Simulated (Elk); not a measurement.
Input and output of a self-consistent single point for YCo2Ge2 (I4/mmm, 5 atoms in the cell) (Elk).

Method of the run: PBEsol, all-electron FP-LAPW, Elk's shipped species files, APW+lo basis with extra local orbitals run with Elk.

```
Y(CoGe)2
1.0
   -1.97187     1.97187     5.04209
    1.97187    -1.97187     5.04209
    1.97187     1.97187    -5.04209
Y Co Ge
1 2 2
Direct
  0.00000   0.00000   0.00000
  0.75000   0.25000   0.50000
  0.25000   0.75000   0.50000
  0.62888   0.62888   0.00000
  0.37112   0.37112   0.00000
```

Reference input (self-consistent single point, DFT, LDA (PW92), all-electron FP-LAPW, Elk's shipped species files, APW+lo basis with extra local orbitals): rgkmax = 7.5; stype = 0; swidth = 0.00734986 Ha; ngridk = 7 7 7; tforce = true; gmaxvr = 18 1/bohr; lmaxapw = 10; lmaxo = 8; nxlo = 2; lorbcnd = true; lradstp = 2; nrmtscf = 2. This run's input differs from it in these lines:

```diff
@@ -2,2 +2,5 @@
   0
+
+xctype
+  22
```

Output, abridged:

```
│ Self-consistent loop started │
│ Loop number : 1 │
 total energy                :     -10397.2965121
│ Loop number : 2 │
 total energy                :     -10394.6092828
RMS change in Kohn-Sham potential (target) :   0.3182523190     (  0.1000000000E-05)
Absolute change in total energy (target)   :    2.687229296     (  0.1000000000E-03)
│ Loop number : 3 │
 total energy                :     -10391.6405834
RMS change in Kohn-Sham potential (target) :   0.2773119101     (  0.1000000000E-05)
Absolute change in total energy (target)   :    3.640506763     (  0.1000000000E-03)
│ Loop number : 4 │
   [... lines left out ...]
Absolute change in total energy (target)   :   0.6679559792E-03 (  0.1000000000E-03)
│ Loop number : 17 │
 total energy                :     -10363.5623152
RMS change in Kohn-Sham potential (target) :   0.9100898338E-07 (  0.1000000000E-05)
Absolute change in total energy (target)   :   0.1626338708E-03 (  0.1000000000E-03)
│ Loop number : 18 │
 total energy                :     -10363.5623126
RMS change in Kohn-Sham potential (target) :   0.3009730524E-07 (  0.1000000000E-05)
Absolute change in total energy (target)   :   0.4327728857E-04 (  0.1000000000E-03)
Convergence targets achieved

│ Loop number : 19 │

Energies :
 Fermi                       :     0.365172869118
 total energy                :     -10363.5623170

Density of states at Fermi energy :    99.48421318
 (states/Hartree/unit cell)

Estimated indirect band gap :   0.9441192192E-03
 from k-point     27 to k-point     23
Estimated direct band gap   :   0.6758261545E-02
 at k-point     27

Charges :
 core                        :    88.00000000
 valence                     :    69.00000000
 interstitial                :    10.63443413
 muffin-tins (core leakage)
  species :    1 (Y)
   atom    1                 :    36.02910185     (  0.1180227454E-03)
  species :    2 (Co)
   atom    1                 :    25.42153100     (  0.3015167054E-02)
   atom    2                 :    25.42153100     (  0.3015167054E-02)
   [... lines left out ...]
   total force               :     0.00000000    0.00000000   -0.00149343
   total magnitude           :     0.00149343
  atom :    2
   Hellmann-Feynman          :     0.00000000    0.00000000   -0.29801414
   IBS                       :     0.00000000   -0.00000000    0.29950757
   total force               :     0.00000000    0.00000000    0.00149343
   total magnitude           :     0.00149343
```

The run converged in 19 iterations. The count includes the last loop, which Elk runs after its targets are met. 

The starting cell comes from a database of computed structures (which also holds hypothetical and non-ambient phases and stackings), without a prior relaxation at this level. Its lattice was rescaled by a random factor within 2.5 % of one. Spin polarisation is off. Values depend on the basis (sphere radii, cutoffs, local orbitals), which need not be converged. The log's line on a gap gives a spacing of levels on this mesh, which the program prints for metals too.

Cost on one core of a shared machine: roughly 7 min.
